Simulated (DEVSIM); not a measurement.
illuminated GaAs p-on-n cell, one wavelength

Device: illuminated GaAs p-on-n cell, one wavelength, at 300 K.

```tsv
layer (left to right)	material	thickness (μm)	Nd (cm⁻³)	Na (cm⁻³)	τn (s)	τp (s)	absorption coefficient (cm⁻¹)
1	GaAs	0.210	-	8.4e17	1.4e-9	2.7e-9	7200
2	GaAs	2.40	1.4e15	-	8e-9	8e-9	7200
```

Left contact: ohmic, minority electron recombination velocity 20000 cm/s. Right contact: ohmic, minority hole recombination velocity 20 cm/s. Voltage is applied to the left contact. Recombination: SRH at mid-gap, radiative, Auger. Light enters at the left, 2.9e16 photons cm⁻² s⁻¹, one pass, no reflection. Mobility is μmin + (μ − μmin)/(1 + (N/Nref)^α).

The device is made up for the run: typed textbook-type constants, with dimensions and the other settings drawn at random. Values at 300 K.

```csv
parameter,GaAs
gap (eV),1.424
affinity (eV),4.07
permittivity,12.9
Nc (cm⁻³),4.7e17
Nv (cm⁻³),9e18
μn (cm²/Vs),8500
μp (cm²/Vs),400
"μn,min",500
"μp,min",20
"Nref,n",6e16
"Nref,p",1.5e17
αn,0.39
αp,0.38
B (cm³/s),2e-10
Cn (cm⁶/s),1e-30
Cp (cm⁶/s),1e-30
```

Model (solved in DEVSIM): 1D drift-diffusion, Boltzmann statistics, complete ionisation; no tunnelling, impact ionisation, image-force lowering or self-heating.

```yaml
potential_step_across_the_device_at_zero_bias: 1.212 V
largest_field_in_the_device_at_zero_bias: 50000 V/cm
Dark forward voltage at 1 A/cm²: 1.010 V
Dark forward voltage at 100 A/cm²: 1.214 V
short_circuit_current: 3.85 mA/cm²
open_circuit_voltage: 0.824 V
fill_factor: 0.78
largest_power: 2.48 mW/cm²
share_of_generated_pairs_collected_at_short_circuit: 0.977
```

Dark reverse current:

```
V (V)  J (A/cm²)
-----  ---------
-0.04   -1.0e-10
-0.10   -2.1e-10
-0.20   -3.5e-10
-0.30   -4.8e-10
-0.40   -6.0e-10
-0.60   -8.3e-10
-0.80    -1.0e-9
-1.00    -1.2e-9
-1.30    -1.5e-9
-1.60    -1.7e-9
-2.00    -2.0e-9
```

Small-signal capacitance in reverse bias (quasi-static):

| V (V) | C (nF/cm²) |
|---|---|
| -0.04 | 10.6 |
| -0.1 | 10.3 |
| -0.2 | 9.90 |
| -0.3 | 9.54 |
| -0.4 | 9.21 |
| -0.6 | 8.64 |
| -0.8 | 8.17 |
| -1 | 7.77 |
| -1.3 | 7.26 |
| -1.6 | 6.84 |
| -2 | 6.36 |
